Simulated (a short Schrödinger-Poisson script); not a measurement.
System: MOS inversion layer, SiO2 on p-type Si(111), at 300 K.

From the gate side: 3.4 nm SiO2; 810 nm Si, acceptors 2.8e17 cm⁻³.

The device is made up for the run: typed textbook-type constants, with dimensions and the other settings drawn at random. SiO2: permittivity 3.9, conduction-band edge (eV) 3.15, gap (eV) 9, electron mass (mₑ) 0.5. Si: permittivity 11.7, conduction-band edge (eV) 0, gap (eV) 1.124, Nv at 300 K (cm⁻³) 3.1e19.

Channel valleys (confinement mass, in-plane density-of-states mass, number): Δ6 0.258, 0.358, 6. At the gate the conduction-band edge of layer 1 lies 3.4 eV − eVg above the Fermi level of the channel; the field vanishes at the back. Gaps are held at their typed values at every temperature. Mesh 0.03 nm at interfaces.

From a short Schrödinger-Poisson script (our own, NumPy): 1D Poisson equation in equilibrium, electrons quantum, Hartree (BenDaniel-Duke, 12 states a valley, the channel's in-plane mass for all, wave functions ending at the dielectric), parabolic valleys, classical holes, full ionisation, no traps, pinning or gate leakage.

```
Vg (V)  electrons (cm⁻²)  C (μF/cm²)  Δ6 E0 (meV from the Fermi level)
------  ----------------  ----------  --------------------------------
0.45             1.19e10       0.187                             197.0
0.6              2.84e11       0.585                             114.7
0.75             8.98e11       0.743                              84.5
0.9              1.61e12       0.795                              68.8
1.05             2.37e12       0.822                              58.4
1.2              3.14e12       0.838                              50.6
1.35             3.93e12       0.850                              44.3
1.5              4.73e12       0.860                              39.0
1.65             5.54e12       0.867                              34.4
1.8              6.35e12       0.873                              30.3
1.95             7.17e12       0.878                              26.7
2.1              8.00e12       0.883                              23.3
2.25             8.83e12       0.886                              20.3
2.4              9.66e12       0.890                              17.4
2.55             1.05e13       0.893                              14.8
2.7              1.13e13       0.896                              12.3
```

Gate voltages with under 1e9 electrons/cm² are left out.

**Question.** At Vg = 2.7 V the lowest Δ6 subband lies at 12.3 meV from the Fermi level. How many electrons does it hold, and what share of all?

**Answer.** The two-dimensional density of states is g m/(πħ²) = 8.97e11 cm⁻² meV⁻¹ (both spins), kT = 25.9 meV, so n = D kT ln(1 + exp(−E/kT)) = 1.12e13 cm⁻², 0.99 of the 1.13e13 cm⁻² in all.

**Question.** Compare the slope of the sheet density between 2.4 and 2.7 V with the geometric capacitance of the layers between gate and channel.

**Answer.** q Δn/ΔV = 0.876 μF/cm²; ε0/Σ(t/ε) = 1.02 μF/cm². The ratio is 0.86: the channel acts as a further capacitance in series.
